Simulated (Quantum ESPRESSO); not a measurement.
Quantum ESPRESSO run on Ti2SnC (P1, 8 atoms in the cell): self-consistent single point.

Method of the run: PBEsol, GBRV 1.5 ultrasoft (PBESOL) pseudopotentials (plane waves; Quantum ESPRESSO).

The change in words: atoms moved at random. Reference geometry:
```
CELL_PARAMETERS angstrom
      3.12262     0.00000     0.00000
     -1.56131     2.70427     0.00000
      0.00000     0.00000    13.48977
ATOMIC_POSITIONS crystal
  Ti 0.33333 0.66667 0.08134
  Ti 0.66667 0.33333 0.91866
  Ti 0.66667 0.33333 0.58134
  Ti 0.33333 0.66667 0.41866
  Sn 0.33333 0.66667 0.75000
  Sn 0.66667 0.33333 0.25000
  C  0.00000 0.00000 0.00000
  C  0.00000 0.00000 0.50000
```

Reference input (self-consistent single point, DFT, PBEsol, plane waves, GBRV 1.5 ultrasoft (PBESOL) pseudopotentials): ecutwfc = 50 Ry; ecutrho = 400 Ry; occupations = smearing; smearing = fermi-dirac; degauss = 0.0036749 Ry; K_POINTS = automatic 8 8 2 0 0 0; conv_thr = 1e-10 Ry; mixing_beta = 0.4. This run's input differs from it in these lines:

```diff
@@ -27,14 +27,14 @@
 CELL_PARAMETERS angstrom
-   3.1226172031     0.0000000000     0.0000000000
-  -1.5613086015     2.7042658241     0.0000000000
+   3.1226170000     0.0000000000     0.0000000000
+  -1.5613090000     2.7042660000     0.0000000000
    0.0000000000     0.0000000000    13.4897720000
 ATOMIC_POSITIONS crystal
-Ti    0.3333333333    0.6666666667    0.0813400000
-Ti    0.6666666667    0.3333333333    0.9186600000
-Ti    0.6666666667    0.3333333333    0.5813400000
-Ti    0.3333333333    0.6666666667    0.4186600000
-Sn    0.3333333333    0.6666666667    0.7500000000
-Sn    0.6666666667    0.3333333333    0.2500000000
-C     0.0000000000    0.0000000000    0.0000000000
-C     0.0000000000    0.0000000000    0.5000000000
+Ti    0.3118570000    0.6437390000    0.0809660000
+Ti    0.6492680000    0.3138120000    0.9213540000
+Ti    0.6420300000    0.3251620000    0.5810880000
+Ti    0.3307690000    0.6545730000    0.4203490000
+Sn    0.3577640000    0.6519170000    0.7509830000
+Sn    0.6754820000    0.3584370000    0.2489510000
+C     0.0114310000    0.0263380000   -0.0054800000
+C     0.0213980000    0.0260230000    0.5017900000
 K_POINTS automatic
```

Log, with long lists cut:

```
     Self-consistent Calculation

     iteration #  1     ecut=    50.00 Ry     beta= 0.40

     negative rho (up, down):  5.452E-03 0.000E+00

     total energy              =    -816.29812082 Ry
     estimated scf accuracy    <       6.11594082 Ry

     iteration #  2     ecut=    50.00 Ry     beta= 0.40

     negative rho (up, down):  4.867E-03 0.000E+00

     total energy              =    -816.72479043 Ry
     estimated scf accuracy    <       4.60969472 Ry

     iteration #  3     ecut=    50.00 Ry     beta= 0.40

     negative rho (up, down):  4.438E-03 0.000E+00

     total energy              =    -815.11843270 Ry
     estimated scf accuracy    <      65.31779806 Ry

   [... 18 blocks of this kind left out ...]

     iteration # 22     ecut=    50.00 Ry     beta= 0.40

     negative rho (up, down):  2.752E-03 0.000E+00

     total energy              =    -817.81420447 Ry
     estimated scf accuracy    <          1.5E-10 Ry

     iteration # 23     ecut=    50.00 Ry     beta= 0.40

     negative rho (up, down):  2.752E-03 0.000E+00
     End of self-consistent calculation

     the Fermi energy is    15.1481 ev

!    total energy              =    -817.81420447 Ry
     estimated scf accuracy    <          9.7E-11 Ry
     smearing contrib. (-TS)   =      -0.00222452 Ry
     internal energy E=F+TS    =    -817.81197994 Ry

     convergence has been achieved in  23 iterations

     negative rho (up, down):  2.752E-03 0.000E+00

     Forces acting on atoms (cartesian axes, Ry/au):

     atom    1 type  1   force =     0.00815394    0.04511239   -0.00197119
     atom    2 type  1   force =     0.01149871    0.04240465   -0.05095916
     atom    3 type  1   force =     0.04411120    0.02760805    0.02104188
     atom    4 type  1   force =    -0.00128453    0.03774742   -0.01774075
     atom    5 type  2   force =    -0.01267236    0.00463380   -0.00008992
   [... lines left out ...]
     Total force =     0.166134     Total SCF correction =     0.000044
   [... lines left out ...]

     negative rho (up, down):  2.752E-03 0.000E+00
          total   stress  (Ry/bohr**3)                   (kbar)     P=       45.50
   0.00028296   0.00000770   0.00006387           41.62        1.13        9.40
   0.00000770   0.00019073  -0.00000564            1.13       28.06       -0.83
   0.00006387  -0.00000564   0.00045420            9.40       -0.83       66.81

   JOB DONE.
```

The run converged in 23 iterations. Against the reference run the free energy goes up by 47.6 meV/atom, the pressure goes from 2.42 to 4.55 GPa and the largest force goes from 0.007 to 2.559 eV/Å.

The starting cell comes from a database of computed structures (which also holds hypothetical and non-ambient phases and stackings), without a prior relaxation at this level. Its lattice was rescaled by a random factor within 2.5 % of one. For this run, on top of that: atoms moved at random. Spin polarisation is off. With a pressure of about 5 GPa the cell is away from its equilibrium volume at this level. Forces in this geometry exceed 1 eV/Å.

Cost on one core of a shared machine: roughly 10 min.
